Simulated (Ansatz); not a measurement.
Consider the following.

```
CELL_PARAMETERS angstrom
     -1.86967     1.86967     4.78427
      1.86967    -1.86967     4.78427
      1.86967     1.86967    -4.78427
ATOMIC_POSITIONS crystal
  Ti 0.75000 0.25000 0.50000
  Ti 0.00000 0.00000 0.00000
  O  0.54352 0.04352 0.50000
  O  0.79352 0.79352 0.00000
  O  0.20648 0.20648 0.00000
  O  0.95648 0.45648 0.50000
```

No spin polarisation.

Calculations: Kohn–Sham DFT with the LDA functional, run in Ansatz (a first-principles code) with PAW and 420 eV plane waves, without spin-orbit coupling. k-mesh 12×12×12 (Γ-centred); smearing 0.05 eV (Fermi–Dirac).

Q: Predict the gap character and smallest direct gap.

A: The gap character is indirect, Γ–X (87 % along) → Γ. The smallest direct gap comes out as 2.44 eV.

The cells carry an imposed strain or load. Stability against distortions was not tested. All final runs are without spin polarisation. The cell was made from TiO2 in the anatase structure (space group I4_1/amd, No. 141) by this change: uniaxial strain ε_zz = +1.20 %.
